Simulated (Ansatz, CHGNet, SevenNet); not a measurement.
## HfSiO4 (I4₁/amd, No. 141, 12 atoms in the cell; start mp-4609): properties by level of theory

```
level (code)           lattice constant a (Å)  c axis length (Å)
---------------------  ----------------------  -----------------
CHGNet-r²SCAN                           6.539              5.971
SevenNet-l3i5                           6.625              6.004
r²SCAN (Ansatz)                         6.582              5.972
r²SCAN+rVV10 (Ansatz)                   6.565              5.967
```

Caveats: the relaxation could not lower the start's symmetry, so the cell can be a saddle point above a distorted one (CHGNet-r²SCAN, SevenNet-l3i5). Ansatz's density-functional and Hartree–Fock values are scalar-relativistic unless marked +SOC, with PAW data made under PBE.

Computed values are for the static lattice.

A start named mp-… is a Materials Project structure, which need not be a measured phase.

Ansatz is an electronic-structure program.
